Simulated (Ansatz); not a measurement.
## Response to strain in Ir

Base system: Ir in the fcc (Cu type) structure (space group Fm-3m, No. 225; a = 3.844 Å). Axes: x, y, z lie along the cube axes.

Strains are applied to the cell and any free atomic positions relax; under biaxial strain the out-of-plane vector relaxes too.

All numbers come from DFT with r2SCAN, PAW potentials and a 500 eV plane-wave cutoff in Ansatz (a program for electronic structure), no spin-orbit coupling.

Candidates:
(a) biaxial strain −4.34 %, plane normal [111], relaxed out of plane
(b) uniaxial strain ε_zz = +0.15 %
(c) biaxial strain +2.33 %, plane normal [110], relaxed out of plane
(d) tensor shear ε_xy = +0.87 %
(e) biaxial strain +3.81 %, plane normal [001], relaxed out of plane

Notes on the quantities. energy relative to the base: free energy F.

Order them by energy relative to the base, highest first.

(a) biaxial strain −4.34 %, plane normal [111], relaxed out of plane (+165 meV/atom), (e) biaxial strain +3.81 %, plane normal [001], relaxed out of plane (+79 meV/atom), (c) biaxial strain +2.33 %, plane normal [110], relaxed out of plane (+36 meV/atom), (d) tensor shear ε_xy = +0.87 % (+3.6 meV/atom), (b) uniaxial strain ε_zz = +0.15 % (+0.1 meV/atom)

A biaxial case was relaxed in a doubled cell and then solved in the primitive one. Without a gap, meshes like the base's 21×21×21 leave anisotropic stresses uncertain by several tenths of a GPa, and small strain energies with them. Whether these cells are dynamically stable was not tested. All final runs are without spin polarisation.
